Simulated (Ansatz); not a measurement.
**Effect of pressure 10 GPa on Ru**

Take Ru in the hcp (Mg type) structure (space group P6_3/mmc, No. 194; a = 2.722 Å, c = 4.291 Å) as the base.

It is then changed as follows: cell and atoms relaxed at a pressure of 10 GPa.

The values are results of PBE in Ansatz (plane waves to 420 eV, PAW, scalar-relativistic without spin-orbit coupling), not measurements. k-mesh 20×20×11 (Γ-centred); smearing 0.05 eV (Fermi–Dirac).

The volume per atom falls by 0.405 Å³ to 13.36 Å³ and the density goes up by 0.37 g/cm³, from 12.19 g/cm³ to 12.56 g/cm³. The c/a ratio grows by 0.002 to 1.578 and the shortest interatomic distance drops by 0.048 bohr (5.026 bohr → 4.978 bohr). The enthalpy H = E + PV relative to the base's energy is +0.85 eV/atom and the band gap remains zero.

Load acts through the strain it causes; cell and atoms are relaxed under it. No phonon test of stability was made. Competing high-pressure phases were not computed. The final runs are not spin-polarised.

Ansatz is an electronic-structure program.
